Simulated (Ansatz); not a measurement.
Al2O3: pressure series

Start from Al$_{2}$O$_{3}$ in the corundum structure (space group R-3c, No. 167; a = 4.8088 Å, c = 13.1239 Å (hexagonal axes)).

Cell and atoms are relaxed at each pressure.

Computed with PBE (Ansatz, a program for electronic structure, PAW, no spin-orbit coupling).

```
P (GPa)  V (Å³/atom)
-------  -----------
-2.00          8.839
-1.00          8.799
0.90           8.727
2.10           8.683
4.50           8.598
8.99           8.448
14.99          8.267
22.49          8.064
29.99          7.883
```

**Question.** Fit a third-order Birch–Murnaghan equation of state.

**Answer.** Least squares on P(V) = (3B₀/2)[(V₀/V)^(7/3) − (V₀/V)^(5/3)]·[1 + (3/4)(B₀′ − 4)((V₀/V)^(2/3) − 1)] gives V₀ = 8.76 Å³/atom, B₀ = 230 GPa and B₀′ = 4.0.

Between the base and pressure 22.5 GPa the gap moves from 5.85 eV to 6.87 eV, a mean slope of 45 meV/GPa.

Load acts through the strain it causes; cell and atoms are relaxed under it. No phonon test of stability was made. No other phases were tried under pressure.
